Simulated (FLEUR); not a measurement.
Input and output of a self-consistent single point for Re₃Tc (P6_3/mmc, 8 atoms in the cell) (FLEUR).

Level of theory: LDA (Perdew-Zunger), all-electron FLAPW (FLEUR), scalar-relativistic valence.

```
CELL_PARAMETERS angstrom
      5.47758     0.00000     0.00000
     -2.73879     4.74372     0.00000
      0.00000     0.00000     4.42934
ATOMIC_POSITIONS crystal
  Tc 0.33333 0.66667 0.75000
  Tc 0.66667 0.33333 0.25000
  Re 0.16651 0.33303 0.25000
  Re 0.83349 0.66697 0.75000
  Re 0.83349 0.16651 0.75000
  Re 0.16651 0.83349 0.25000
  Re 0.66697 0.83349 0.25000
  Re 0.33303 0.16651 0.75000
```

Reference input (self-consistent single point, DFT, PBEsol, all-electron FLAPW (FLEUR), scalar-relativistic valence): Kmax = 4.2 1/bohr; GmaxXC = 16.8 1/bohr; xcFunctional = PBEs; jspins = 1; l_soc = F; mode = gauss; fermiSmearingEnergy = 0.00734986 Htr; mesh (inpgen div1-3) = 4 4 5; inpgen gamma flag = true; Gmax = 16.8 1/bohr; numbands = 0; maxIterBroyd = 99. This run's input differs from it in these lines:

```diff
@@ -20,3 +20,3 @@
 &comp jspins=1 /
-&exco xctyp='PBEs' /
+&exco xctyp='pz' /
 &kpt div1=4 div2=4 div3=5 gamma=t /
@@ -33,3 +33,3 @@
       <coreElectrons ctail="T" frcor="F" kcrel="0" coretail_lmax="0"/>
-      <xcFunctional name="PBEs" relativisticCorrections="F"/>
+      <xcFunctional name="pz" relativisticCorrections="F"/>
       <magnetism jspins="1"/>
```

Output, abridged:

```
 Iteration:     1   Distance:      14.35366492 me/bohr^3
 Iteration:     2   Distance:      12.26324915 me/bohr^3
 Iteration:     3   Distance:       8.78330776 me/bohr^3
 Iteration:     4   Distance:       4.40397800 me/bohr^3
 Iteration:     5   Distance:       3.52891336 me/bohr^3
   [... 9 lines left out ...]
 Iteration:    15   Distance:       0.00059872 me/bohr^3
 Iteration:    16   Distance:       0.00006892 me/bohr^3
 Iteration:    17   Distance:       0.00003352 me/bohr^3
 Iteration:    18   Distance:       0.00000574 me/bohr^3
 Reset of history
 Run finished successfully
 Stop message:
   Structural relaxation: new displacements generated

[file out, last iteration]
             iter=     19
[...]
          total density-effective poten   -1.8862204143E+05
          total charge density-energy d   -2.1904993226E+03
 Updated energy parameters for spin:           1
[...]
 fermi energy and band-weighting factors:
   [... 9 lines left out ...]

[...]
FERMIE:
          first approx. to ef    (T=0)  :   0.663393 htr   (energy of the highest occ. eigenvalue)
          number of occ. states  (T=0)  :        716
          first approx. to seigv (T=0)  : -43.599266 htr
          sum of weights of occ. states :  60.050000
          sum of semicore charge        :   0.000000 e
          fermi energy=   0.66317 har   work function= -18.04576 ev
   [... lines left out ...]
          total moment                 =     0.00000
 Direct bandgap for spin            1 :    7.1588453574557009E-003  Htr
 ---->    free energy=                   -108815.2992305286 htr
   [... lines left out ...]
      extrapolation for T->0
 ---->    total electron energy=         -108815.2992305286 htr
 ***** TOTAL FORCES ON ATOMS *****
 TOTAL FORCE FOR ATOM TYPE=  1  X=  5.176   Y= -2.988   Z= -2.093
                       FX_TOT= 0.000000 FY_TOT= 0.000000 FZ_TOT= 0.000000
 TOTAL FORCE FOR ATOM TYPE=  2  X=  0.000   Y=  2.985   Z=  2.093
                       FX_TOT= 0.000000 FY_TOT=-0.000170 FZ_TOT= 0.000000
```

The run converged in 18 iterations. FLEUR gives forces in its relaxation mode, with a further iteration, so its stop message speaks of a relaxation. Against the reference run the largest force goes from 0.000 to 0.009 eV/Å.

The starting cell comes from a database of computed structures (which also holds hypothetical and non-ambient phases and stackings), without a prior relaxation at this level. Its lattice was rescaled by a random factor within 2.5 % of one. Spin-orbit coupling is off. Spin polarisation is off. Values depend on the basis (sphere radii, cutoffs, local orbitals), which need not be converged. The log's line on a gap gives a spacing of levels on this mesh, which the program prints for metals too.

Cost on one core of a shared machine: roughly 5 min.
